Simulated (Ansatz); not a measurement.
## monoclinic HfO2 (1 0 0) on 4H silicon carbide (1 1 0) (film strained to the substrate, started from cuts of the bulks and a machine-learned relaxation)

A periodic stack without vacuum, monoclinic HfO2 (1 0 0) on 4H silicon carbide (1 1 0) (film strained to the substrate, started from cuts of the bulks and a machine-learned relaxation): substrate slab Si36C36, film O40Hf16, surface cells [[0, -1], [1, -1]] and [[0, -1], [2, -1]], film strained by -2.8 and +0.1 %, outermost planes CSi/CSi and O/O as cut, which need not be the usual terminations and can put a slab off its formula.

The start was prepared with a machine-learned potential, and the result is one local minimum, with the in-plane cell held and forces under 0.04 eV/Å; the film can end far from its bulk form.

These are PBE (plane waves to 420 eV, PAW; Ansatz, a quantum-chemistry and plane-wave program) values and carry that method's errors. Spin–orbit coupling is left out; the runs are not spin-polarised; PBE gaps are too small against experiment. Its k-point mesh 5×3×1, Fermi–Dirac width 0.05 eV.

* **interface area**: 54.3 Å²
* **period**: 25.77 Å
* **gaps between the outermost planes at the two interfaces**: 1.13 and 0.49 Å
* **O–Si contacts across the interfaces within 1.22 times the sum of covalent radii**: 10, mean 1.66 Å
* **Hf–Si contacts across the interfaces within 1.22 times the sum of covalent radii**: 9, mean 3.23 Å
* **C–O contacts across the interfaces within 1.22 times the sum of covalent radii**: 6, mean 1.43 Å
* **C–Hf contacts across the interfaces within 1.22 times the sum of covalent radii**: 1, mean 2.95 Å

```
CELL_PARAMETERS angstrom
      5.35911     0.00000     0.01071
      5.35902    10.12918     0.05549
     -0.84055     1.80260    25.77308
ATOMIC_POSITIONS crystal
  Si 0.25140 0.51581 0.02878
  Si 0.76935 0.01591 0.02919
  Si 0.79724 0.29874 0.01541
  Si 0.65277 0.79941 0.01544
  C  0.45054 0.33351 0.03508
  C  0.93632 0.83372 0.03508
  C  0.06462 0.05587 0.03169
  C  0.87710 0.55589 0.03123
  Si 0.77329 0.49567 0.08926
  Si 0.30613 0.99555 0.08969
  Si 0.35725 0.25127 0.08699
  Si 0.20962 0.75135 0.08689
  C  0.96089 0.31158 0.08344
  C  0.48444 0.81167 0.08347
  C  0.55521 0.06623 0.08790
  C  0.38227 0.56626 0.08745
  Si 0.30290 0.48826 0.14705
  Si 0.80857 0.98810 0.14749
  Si 0.88369 0.23631 0.14510
  Si 0.73074 0.73633 0.14508
  C  0.48770 0.30099 0.14772
  C  0.99825 0.80094 0.14776
  C  0.08111 0.04823 0.14780
  C  0.91031 0.54831 0.14729
  Si 0.82577 0.47555 0.20703
  Si 0.32905 0.97544 0.20763
  Si 0.40703 0.22615 0.20734
  Si 0.24625 0.72620 0.20733
  C  0.01052 0.28828 0.20586
  C  0.51802 0.78837 0.20594
  C  0.59859 0.03826 0.20734
  C  0.43069 0.53842 0.20672
  Si 0.34752 0.46474 0.26648
  Si 0.84708 0.96451 0.26725
  Si 0.92950 0.21429 0.26656
  Si 0.76512 0.71439 0.26657
  C  0.53361 0.27707 0.26748
  C  0.03577 0.77714 0.26760
  C  0.11893 0.02606 0.26759
  C  0.95295 0.52631 0.26661
  Si 0.86933 0.45328 0.32642
  Si 0.36689 0.95284 0.32767
  Si 0.45168 0.20275 0.32763
  Si 0.28423 0.70291 0.32767
  C  0.05550 0.26545 0.32682
  C  0.55466 0.76568 0.32700
  C  0.63784 0.01496 0.32711
  C  0.47462 0.51536 0.32583
  Si 0.39237 0.44210 0.38539
  Si 0.88476 0.94178 0.38698
  Si 0.97319 0.19076 0.38685
  Si 0.80398 0.69114 0.38696
  C  0.57839 0.25420 0.38809
  C  0.07256 0.75439 0.38845
  C  0.15687 0.00288 0.38811
  C  0.99894 0.50398 0.38572
  Si 0.91677 0.42915 0.44491
  Si 0.40797 0.92763 0.44817
  Si 0.49389 0.17978 0.44859
  Si 0.32609 0.67838 0.44855
  C  0.10145 0.24316 0.44621
  C  0.59121 0.74170 0.44706
  C  0.66879 0.99410 0.44565
  C  0.52526 0.49378 0.44277
  Si 0.44654 0.42301 0.50141
  Si 0.91467 0.92096 0.50337
  Si 0.01825 0.16882 0.50367
  Si 0.84206 0.66148 0.50490
  C  0.62723 0.23686 0.50795
  C  0.08815 0.73590 0.50765
  C  0.18597 0.97996 0.50719
  C  0.06048 0.47890 0.50221
  O  0.70505 0.67684 0.56277
  O  0.12057 0.18133 0.56343
  O  0.29321 0.93160 0.56089
  O  0.56083 0.46474 0.55189
  O  0.76542 0.95327 0.55929
  O  0.08593 0.41695 0.55221
  O  0.16439 0.70822 0.56363
  O  0.61599 0.19981 0.56302
  Hf 0.75224 0.80881 0.60838
  Hf 0.25397 0.28817 0.61059
  Hf 0.26251 0.80303 0.70539
  Hf 0.74573 0.30754 0.70218
  Hf 0.54827 0.01875 0.70514
  Hf 0.03490 0.52194 0.70202
  Hf 0.48480 0.57139 0.61250
  Hf 0.99180 0.06051 0.61119
  O  0.91273 0.62683 0.76935
  O  0.42820 0.12369 0.76984
  O  0.32989 0.93217 0.74775
  O  0.81567 0.43591 0.74500
  O  0.88267 0.87475 0.74889
  O  0.37817 0.37691 0.74674
  O  0.36332 0.67107 0.76827
  O  0.87068 0.18016 0.76996
  O  0.41540 0.92133 0.65280
  O  0.89614 0.42033 0.64997
  O  0.61799 0.67209 0.66517
  O  0.11024 0.16767 0.66396
  O  0.11199 0.67340 0.66160
  O  0.61312 0.16941 0.66385
  O  0.91248 0.92416 0.65483
  O  0.38850 0.42731 0.64931
  Hf 0.00362 0.74663 0.81423
  Hf 0.50742 0.24728 0.81347
  Hf 0.46112 0.77358 0.89961
  Hf 0.01547 0.27454 0.89964
  Hf 0.76387 0.98255 0.90838
  Hf 0.29675 0.48188 0.90809
  Hf 0.71916 0.53538 0.81196
  Hf 0.21195 0.03743 0.81248
  O  0.25367 0.57968 0.97098
  O  0.62338 0.07993 0.97138
  O  0.54873 0.87565 0.95578
  O  0.24219 0.33827 0.93912
  O  0.11157 0.83576 0.93817
  O  0.73118 0.37433 0.95562
  O  0.68707 0.65257 0.99604
  O  0.05196 0.15194 0.99630
  O  0.62865 0.88090 0.85355
  O  0.11999 0.38177 0.84191
  O  0.87745 0.62447 0.87219
  O  0.36259 0.13061 0.86670
  O  0.37755 0.63044 0.86585
  O  0.87152 0.12567 0.87157
  O  0.13890 0.88444 0.84223
  O  0.63179 0.38468 0.85309
```
